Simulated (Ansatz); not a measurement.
Amorphous Zr20O43Y2, 65 atoms at 5.65 g/cm³, one PBE-relaxed geometry, zone centre. Methods: PBE, scalar-relativistic without spin-orbit coupling (Ansatz, a first-principles code); r2SCAN, scalar-relativistic without spin-orbit coupling (Ansatz); HSE06, scalar-relativistic without spin-orbit coupling (Ansatz). Plane waves to 420 eV (r2SCAN 500 eV); exact exchange is cut at the cell's faces. At PBE the levels at the filled edge of the gap are localised (band-tail or defect states). All rungs ran without spin polarisation.

Preparation: random packing, a CHGNet melt and quench, and a DFT relaxation. O atoms were pushed apart under 1.9 Å during the dynamics, to hinder bonds among them. The hot cell started wider than the set density and was brought back towards it in steps. It is the lowest in DFT energy of 2 quenches. It is a model cell: composition and starting density were chosen by hand, and all elements were melted together. No dispersion term was used. Its density started from a set value of 5.28 and ended at 5.65 g/cm³. Cooling (nominally 300 K/ps over its main leg) ran many orders faster than in experiment, which tends to leave more defects and strain. A cell of this size samples the disorder only roughly. The volume was free in the relaxation, at fixed shape. Stress components on the final sampling reach 2.0 GPa. On a 2×2×2 Γ-centred mesh force components of up to 0.13 eV/Å stay, since the relaxation ran on the zone centre alone.

The relaxation ran on the zone centre alone. At PBE the level gap is 3.23 eV on a 2×2×2 Γ-centred mesh, and the spacing at the zone centre alone 3.37 eV.

Question: What zone-centre spacing does r2SCAN give, roughly?

Answer: 3.82 eV (+0.45 eV against PBE).

Question: What zone-centre spacing does HSE06 give, roughly?

Answer: 4.88 eV (+1.50 eV against PBE).

The highest filled and the lowest empty state spread over these numbers of atoms (participation numbers): PBE: 11.9 and 14.1; r2SCAN: 13.7 and 13.0; HSE06: 12.6 and 14.7.
